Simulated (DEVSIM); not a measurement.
Device: abrupt Si n-p junction, at 250 K.

Layer 1 from the left is Si, thickness (μm) 0.450, Nd (cm⁻³) 4.7e18, τn (s) 0.00044, τp (s) 0.00044. Layer 2 from the left is Si, thickness (μm) 0.450, Na (cm⁻³) 1e17, τn (s) 0.00044, τp (s) 0.00044.

Left contact: ohmic. Right contact: ohmic. Voltage is applied to the left contact. Recombination: SRH at mid-gap, Auger. Mobility is μmin + (μ − μmin)/(1 + (N/Nref)^α).

Constants are typed, rounded textbook-type inputs, not results; the design itself was drawn at random and stands for no fabricated device. Values at 300 K; Nc and Nv go as T^1.5, mobilities as T to minus their exponent, the gap by Varshni's rule with the affinity fixed.

Si: gap (eV) 1.124, affinity (eV) 4.05, permittivity 11.7, Nc (cm⁻³) 2.86e19, Nv (cm⁻³) 3.1e19, μn (cm²/Vs) 1417, μp (cm²/Vs) 470, μn,min 52, μp,min 45, Nref,n 9.7e16, Nref,p 2.2e17, αn 0.68, αp 0.72, T exponent of μn 2.3, T exponent of μp 2.2, Cn (cm⁶/s) 2.8e-31, Cp (cm⁶/s) 9.9e-32, Varshni α (eV/K) 0.000473, Varshni β (K) 636.

DEVSIM, 1D drift-diffusion, Boltzmann statistics, complete ionisation; no tunnelling, impact ionisation, image-force lowering or self-heating.

Problem. What does the simulation give for the potential step across the device at zero bias, the dark forward voltage at 100 A/cm², the largest field in the device at zero bias, the dark forward voltage at 1 A/cm²?

Solution. potential step across the device at zero bias 0.985 V; dark forward voltage at 100 A/cm² 0.805 V; largest field in the device at zero bias 180000 V/cm; dark forward voltage at 1 A/cm² 0.705 V.
